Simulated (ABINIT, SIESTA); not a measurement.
An ABINIT input for a self-consistent single point of Pb (Im-3m, 1 atom in the cell) (DFT, LDA (PW92), plane waves, norm-conserving pseudopotentials (PseudoDojo nc-sr-04 LDA standard)):

```
# Pb, PseudoDojo nc-sr-04 LDA standard
pp_dirpath "./"
pseudos "Pb.upf"
acell 6.4796284327 6.4796284327 6.4796284327
rprim
        -0.5773502692    0.5773502692    0.5773502692
         0.5773502692   -0.5773502692    0.5773502692
         0.5773502692    0.5773502692   -0.5773502692
natom 1
ntypat 1
znucl 82
typat 1
xcart
         0.0000000000    0.0000000000    0.0000000000
      Angstrom
ecut 28
ixc 7
occopt 3
tsmear 0.1 eV
nband 12
kptopt 1
ngkpt 15 15 15
nshiftk 1
shiftk 0 0 0
nstep 60
toldfe 1.0e-09
prtwf 0
prtden 0
prtvol 1
enunit 1
```

**Question.** Translate this input to SIESTA.

**Answer.** One input that does it (others would too):

```
# files in the folder: Pb.psml (PseudoDojo LDA standard)
SystemName  Pb
SystemLabel siesta

NumberOfAtoms                1
NumberOfSpecies              1
%block ChemicalSpeciesLabel
  1 82 Pb
%endblock ChemicalSpeciesLabel
LatticeConstant              1.0 Ang
%block LatticeVectors
    -1.979660000    1.979660000    1.979660000
     1.979660000   -1.979660000    1.979660000
     1.979660000    1.979660000   -1.979660000
%endblock LatticeVectors
AtomicCoordinatesFormat      ScaledCartesian
%block AtomicCoordinatesAndAtomicSpecies
     0.000000000    0.000000000    0.000000000  1
%endblock AtomicCoordinatesAndAtomicSpecies

XC.functional                LDA
XC.authors                   PW92
PAO.BasisSize                DZP
PAO.EnergyShift              0.01 Ry
MeshCutoff                   400 Ry
%block kgrid.MonkhorstPack
   15   0   0  0.0
    0  15   0  0.0
    0   0  15  0.0
%endblock kgrid.MonkhorstPack
OccupationFunction           FD
ElectronicTemperature        0.1 eV

MaxSCFIterations             150
SCF.Mixer.Method             Pulay
SCF.Mixer.Weight             0.2
SCF.Mixer.History            6
SCF.DM.Tolerance             1.0E-04
Diag.ParallelOverK           true
WriteForces                  true
```

Basis settings and potentials, where a program has them, do not carry over. This input uses DFT, LDA PW92, numerical atomic orbitals DZP, PseudoDojo LDA standard norm-conserving potentials (rewritten from UPF to PSML). LDA parametrisations can differ slightly between programs. Both were run: pressure -2.95 GPa in ABINIT and -3.18 in SIESTA.

On SIESTA: the starting cell comes from a database of computed structures (which also holds hypothetical and non-ambient phases and stackings), without a prior relaxation at this level. Values carry the incompleteness of an atom-centred basis. With a pressure of about -3 GPa the cell is away from its equilibrium volume at this level.

On ABINIT: the starting cell comes from a database of computed structures (which also holds hypothetical and non-ambient phases and stackings), without a prior relaxation at this level.
